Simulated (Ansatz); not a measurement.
The parent structure is CdSe in the zinc blende structure (space group F-43m, No. 216).

```
CdSe
1.0
    0.00000     3.00374     3.00374
    3.00374     0.00000     3.00374
    3.00374     3.00374     0.00000
Cd Se
1 1
Cartesian
  0.00000   0.00000   0.00000
  1.50187   1.50187   1.50187
```

Cartesian axes are those of the cell as printed.

Calculations: LDA in Ansatz (plane waves to 420 eV, PAW, without spin-orbit coupling).

Strains are applied to the cell and any free atomic positions relax; under biaxial strain the out-of-plane vector relaxes too.

One change was made to it. Results:

```json
[
 {"quantity": "energy relative to the base (free energy F)", "base": "0 meV/atom", "after": "+0.8 meV/atom"},
 {"quantity": "gap character", "base": "direct at Γ", "after": "direct at Γ"},
 {"quantity": "band gap", "base": "0.41 eV", "after": "0.39 eV"}
]
```

Q: What was done to the base?
A) biaxial strain −2.00 %, plane normal [001], relaxed out of plane
B) biaxial strain +2.00 %, plane normal [001], relaxed out of plane
C) biaxial strain −1.00 %, plane normal [001], relaxed out of plane
D) biaxial strain −3.00 %, plane normal [001], relaxed out of plane

A: C, biaxial strain −1.00 %, plane normal [001], relaxed out of plane. For comparison, the energy relative to the base in the other runs: biaxial strain −2.00 %, plane normal [001], relaxed out of plane gives +3.3 meV/atom; biaxial strain −3.00 %, plane normal [001], relaxed out of plane gives +7.5 meV/atom; biaxial strain +2.00 %, plane normal [001], relaxed out of plane gives +3.0 meV/atom.

Stability against distortions was not tested. k-point labels follow each cell's own Brillouin zone.

Ansatz is an electronic-structure program.
